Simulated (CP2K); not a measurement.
A self-consistent single point of Ca2CdPt2 (Immm, 5 atoms in the cell) with CP2K.

Level of theory: CP2K with LDA (Pade form), GPW, DZVP-MOLOPT-SR-GTH basis, GTH-PADE potentials (GTH_POTENTIALS).

The change in words: lattice scaled by 0.98. Reference geometry:
```yaml
crystal:
  lattice:
    - [5.64450, 0.00000, 0.00000]
    - [0.81351, 5.58557, 0.00000]
    - [-2.56739, -3.55775, 3.55125]
  atoms:
    - { symbol: Ca, position: [0.29899, 0.79899, 0.50000] }
    - { symbol: Ca, position: [0.70101, 0.20101, 0.50000] }
    - { symbol: Cd, position: [0.00000, 0.00000, 0.00000] }
    - { symbol: Pt, position: [0.72491, 0.50000, 0.22491] }
    - { symbol: Pt, position: [0.27509, 0.50000, 0.77509] }
```

Reference input (self-consistent single point, DFT LDA (Pade form), GPW, DZVP-MOLOPT-SR-GTH basis, GTH-PADE potentials (GTH_POTENTIALS)): CUTOFF = 500 Ry; REL_CUTOFF = 50 Ry; SMEAR/METHOD = GAUSSIAN; SIGMA = 0.1 eV; KPOINTS/SCHEME = MONKHORST-PACK 5 5 5; XC_FUNCTIONAL = PADE; Ca/BASIS_SET = DZVP-MOLOPT-SR-GTH-q10; Ca/POTENTIAL = GTH-PADE-q10; Cd/BASIS_SET = DZVP-MOLOPT-SR-GTH-q12; Cd/POTENTIAL = GTH-PADE-q12; Pt/BASIS_SET = DZVP-MOLOPT-SR-GTH-q18; Pt/POTENTIAL = GTH-PADE-q18. This run's input differs from it in these lines:

```diff
@@ -62,5 +62,5 @@
     &CELL
-      A 5.64450300 0.00000000 0.00000000
-      B 0.81351500 5.58557200 0.00000000
-      C -2.56738700 -3.55775100 3.55124600
+      A 5.53161300 0.00000000 0.00000000
+      B 0.79724600 5.47386000 0.00000000
+      C -2.51604000 -3.48659600 3.48022100
       PERIODIC XYZ
@@ -68,7 +68,7 @@
     &COORD
-      Ca       1.05394680     2.68394067     1.77562300
-      Ca       2.83668420    -0.65611967     1.77562300
+      Ca       1.03286855     2.63026140     1.74011050
+      Ca       2.77995045    -0.64299740     1.74011050
       Cd       0.00000000     0.00000000     0.00000000
-      Pt       3.92108316     1.99261222     0.79871074
-      Pt      -0.03045216     0.03520878     2.75253526
+      Pt       3.84266202     1.95275969     0.78273651
+      Pt      -0.02984302     0.03450431     2.69748449
     &END COORD
```

Output (repeated stretches shortened):

```
 SCF WAVEFUNCTION OPTIMIZATION

  Step     Update method      Time    Convergence         Total energy    Change
     1 NoMix/Diag. 0.20E+00      -     1.41892965      -362.1706696666 -3.62E+02
     2 Broy./Diag. 0.20E+00      -     0.10039703      -363.8975598465 -1.73E+00
     3 Broy./Diag. 0.20E+00      -     0.06013043      -361.6862176700  2.21E+00
     4 Broy./Diag. 0.20E+00      -     0.06871159      -361.1782889804  5.08E-01
     5 Broy./Diag. 0.20E+00      -     0.01280413      -361.0883147474  9.00E-02
     6 Broy./Diag. 0.20E+00      -     0.00754814      -361.2584918871 -1.70E-01
   [... 5 lines left out ...]
    12 Broy./Diag. 0.20E+00      -     0.00001133      -361.2077402509  1.24E-04
    13 Broy./Diag. 0.20E+00      -     0.00000181      -361.2077160044  2.42E-05
    14 Broy./Diag. 0.20E+00      -     0.00000104      -361.2077256987 -9.69E-06
    15 Broy./Diag. 0.20E+00      -     0.00000016      -361.2077335480 -7.85E-06
  *** SCF run converged in    15 steps ***

  Overlap energy of the core charge distribution:               0.00000000142851
  Self energy of the core charge distribution:               -584.11639140303748
  Core Hamiltonian energy:                                    139.78785116225569
  Hartree energy:                                             123.08638415430612
  Exchange-correlation energy:                                -39.96515746602675
  Smearing free energy correction:                             -0.00041999638631
  Fermi energy:                                                 0.34280350405627

  Total energy:                                              -361.20773354798416
  Total energy (extrapolated to sigma->0):                   -361.20752354979101

   [... lines left out ...]

 STRESS| Analytical stress tensor [bar]
 STRESS|                        x                   y                   z
 STRESS|      x       -5.82425618351E+04   4.24415823938E+04  -1.03603445348E+04
 STRESS|      y        4.24415823938E+04  -7.06051212949E+04   1.19789358246E+04
 STRESS|      z       -1.03603445348E+04   1.19789358246E+04  -9.82920190516E+04
 STRESS| 1/3 Trace                                            -7.57132340605E+04
```

The run converged in 15 iterations. Against the reference run the free energy goes down by 81.9 meV/atom, the pressure goes from -12.04 to -7.57 GPa and the largest force goes from 0.473 to 0.289 eV/Å.

The starting cell comes from a database of computed structures (which also holds hypothetical and non-ambient phases and stackings), without a prior relaxation at this level. For this run, on top of that: lattice scaled by 0.98. Spin polarisation is off. Values carry the incompleteness of an atom-centred basis. With a pressure of about -8 GPa the cell is away from its equilibrium volume at this level.

Cost on one core of a shared machine: roughly 70 s.
